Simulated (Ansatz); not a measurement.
## Response to strain in ZnCu2SnS4

The parent structure is ZnCu2SnS4 (space group I-4, No. 82; a = 5.468 Å, c = 10.935 Å). Axes: x, y, z lie along a, b, c of the conventional cell.

Strains are applied to the cell and any free atomic positions relax.

Level of theory: plane-wave PAW DFT at the PBE level (Ansatz, a program for electronic structure, 420 eV), without spin-orbit coupling.

Candidates:
(a) uniaxial strain ε_zz = +0.75 %
(b) uniaxial strain ε_zz = +3.00 %
(c) uniaxial strain ε_zz = +2.25 %

Notes on the quantities. energy relative to the base: free energy F.

### Question
Order them by energy relative to the base, lowest first.

### Answer
(a) uniaxial strain ε_zz = +0.75 % (+0.3 meV/atom), (c) uniaxial strain ε_zz = +2.25 % (+2.9 meV/atom), (b) uniaxial strain ε_zz = +3.00 % (+5.1 meV/atom)

A case with no gap was solved on a k-mesh chosen for an insulator, which is coarse for it. Whether these cells are dynamically stable was not tested. All final runs are without spin polarisation.
